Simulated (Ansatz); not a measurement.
Base system: Sn in the diamond structure (space group Fd-3m, No. 227; a = 6.6562 Å; relaxed with 0.1 eV smearing).

All numbers come from PBE (Ansatz, an electronic-structure program, PAW, scalar-relativistic without spin-orbit coupling).

Base values:

The pressure is 0.0 GPa and the band gap is zero.

One thing is altered: the cell is scaled by 0.9850 in all directions; the atoms relax in the strained cell.

Q: Predict the new energy relative to the base.

A: The energy grows by 8.8 meV/atom.

Q: Predict the new pressure.

A: The pressure goes from zero to 1.8 GPa.

Q: Predict the new band gap.

A: The band gap remains zero.

Whether these cells are dynamically stable was not tested.
